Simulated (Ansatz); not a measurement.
Take ScAl3 in the Cu3Au type structure (space group Pm-3m, No. 221; a = 4.0870 Å; relaxed with 0.1 eV smearing) as the base. Axes: x, y, z lie along the cube axes.

Method: r2SCAN, PAW, 500 eV (Ansatz, a first-principles code; spin-orbit coupling left out), earlier PAW set.

A first run, uniaxial strain ε_xx = +1.17 %, gives secant values C11 ≈ 190 GPa and C12 ≈ 39 GPa from its stress. A second run applies biaxial strain +1.43 %, plane normal [001], relaxed out of plane.

Problem. What does linear elasticity predict for −ε⊥/ε∥ in the second run, and what does the run give?

Solution. Linear elasticity: 2 C12/C11 = 0.41. The run gives 0.43; any difference comes from nonlinear terms at these strains and numerical noise.

Whether these cells are dynamically stable was not tested. All final runs are without spin polarisation.
